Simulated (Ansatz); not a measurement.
Base system: GaP in the zinc blende structure (space group F-43m, No. 216; a = 5.4385 Å). Axes: x, y, z lie along the cube axes.

Method: PBEsol in Ansatz (plane waves to 420 eV, PAW, without spin-orbit coupling).

Base values:

* **Smallest direct gap**: 1.80 eV
* **Volume per atom**: 20.11 Å³

The change: biaxial strain +4.58 %, plane normal [110], relaxed out of plane (Cartesian); in-plane vectors clamped, the third vector and the atoms free.

Task: What does the calculation give for the smallest direct gap, energy relative to the base and volume per atom after the change?

Result: The smallest direct gap drops by 0.98 eV, from 1.80 eV to 0.82 eV; the energy rises by 46 meV/atom; the volume per atom rises by 1.45 Å³, from 20.11 Å³ to 21.56 Å³.

A biaxial case was relaxed in a doubled cell and then solved in the primitive one. Stability against distortions was not tested.

Ansatz is a quantum-chemistry and plane-wave program.
